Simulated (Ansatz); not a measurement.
Consider a 16-atom cell of (Ni,Pt)Ge started in the MnP type structure, site fractions Ni 0.500, Pt 0.500, short-range order 0.00 among the nearest mixed sites of the first mixed sublattice (0 is random, a negative value favours unlike neighbours), space group P-1 at the end, its cell sheared by up to 5° against the end member's. Its start:

```yaml
crystal:
  lattice:
    - [-5.37809, 3.81590, 0.01517]
    - [5.33392, 3.74331, 0.01284]
    - [0.02277, -3.80296, -6.23684]
  atoms:
    - { symbol: Ge, position: [0.69040, 0.45909, 0.40914] }
    - { symbol: Ge, position: [0.19399, 0.97428, 0.41904] }
    - { symbol: Ge, position: [0.80960, 0.04091, 0.59086] }
    - { symbol: Ge, position: [0.30601, 0.52572, 0.58096] }
    - { symbol: Ge, position: [0.71268, 0.41443, 0.90690] }
    - { symbol: Ge, position: [0.22688, 0.97254, 0.90385] }
    - { symbol: Ge, position: [0.78732, 0.08557, 0.09310] }
    - { symbol: Ge, position: [0.27312, 0.52746, 0.09615] }
    - { symbol: Pt, position: [0.48938, 0.00141, 0.25659] }
    - { symbol: Ni, position: [0.02862, 0.52571, 0.28547] }
    - { symbol: Pt, position: [0.01062, 0.49859, 0.74341] }
    - { symbol: Ni, position: [0.47138, 0.97429, 0.71453] }
    - { symbol: Pt, position: [0.76640, 0.77142, 0.77922] }
    - { symbol: Ni, position: [0.28042, 0.26864, 0.76762] }
    - { symbol: Pt, position: [0.73360, 0.72858, 0.22078] }
    - { symbol: Ni, position: [0.21958, 0.23136, 0.23238] }
```

The numbers are results of r2SCAN (plane waves to 500 eV, PAW; Ansatz, a first-principles code), not measurements. Scalar-relativistic, without spin–orbit coupling; the runs are not spin-polarised. Its k-point mesh 6×6×6, Fermi–Dirac width 0.05 eV.

Predict the alloy's volume and bond lengths.

volume per atom: 15.41 Å³
Ge–Pt bonds (within 1.22 times the sum of covalent radii): 2.553 Å on average, from 2.496 to 2.640 (24)
Ge–Ni bonds (within 1.22 times the sum of covalent radii): 2.469 Å on average, from 2.379 to 2.633 (24)
